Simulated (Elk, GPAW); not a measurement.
An Elk input for a self-consistent single point of YHg2 (P6/mmm, 3 atoms in the cell) (DFT, PBEsol, all-electron FP-LAPW, Elk's shipped species files, APW+lo basis with extra local orbitals):

```
tasks
  0

xctype
  22

tforce
  .true.

rgkmax
  7.5

gmaxvr
  18.0

lmaxapw
  10

lmaxo
  8

nxlo
  2

lorbcnd
  .true.

lradstp
  2

nrmtscf
  2.0

lmaxi
  4

swidth
  0.00499791

maxscl
  100

avec
    8.8921088199    0.0000003214    0.0000000000
   -4.4460546883    7.7007919706    0.0000000000
    0.0000000000    0.0000000000    6.3607236492

atoms
  2
  'Y.in'
  1
  0.0000000000  0.0000000000  0.0000000000    0.0 0.0 0.0
  'Hg.in'
  2
  0.3333333333  0.6666666667  0.5000000000    0.0 0.0 0.0
  0.6666666667  0.3333333333  0.5000000000    0.0 0.0 0.0

ngridk
  9 9 11
```

Task: Write the same calculation as an input for GPAW.

Result: One input that does it (others would too):

```python
from ase import Atoms
from ase.units import GPa
from gpaw import GPAW, PW, FermiDirac

atoms = Atoms(['Y', 'Hg', 'Hg'],
              cell=[[4.705501, 0.000000, 0.000000],
                    [-2.352751, 4.075084, 0.000000],
                    [0.000000, 0.000000, 3.365950]],
              positions=[[0.000000, 0.000000, 0.000000],
                         [-0.000003, 2.716724, 1.682975],
                         [2.352753, 1.358360, 1.682975]],
              pbc=True)

calc = GPAW(mode=PW(550),
            xc='PBEsol',
            kpts=(9, 9, 11),
            occupations=FermiDirac(0.136),
            nbands=-9,
            convergence={'density': 1e-05},
            symmetry={'symmorphic': False, 'tolerance': 0.0005},
            maxiter=120)

atoms.calc = calc

energy = atoms.get_potential_energy()
print('Energy (eV):', round(energy, 6))
forces = atoms.get_forces()
print('Forces (eV/Ang):')
print(forces.round(5))
stress = atoms.get_stress()
print('Stress (GPa, Voigt):', (stress / GPa).round(4))
```

Basis settings and potentials, where a program has them, do not carry over. This input uses DFT PBEsol, plane waves, GPAW PAW datasets PBEsol (made by gpaw-setup).

The starting cell comes from a database of computed structures (which also holds hypothetical and non-ambient phases and stackings), without a prior relaxation at this level. Its lattice was rescaled by a random factor within 2.5 % of one. For this run, on top of that: lattice scaled by 0.98.
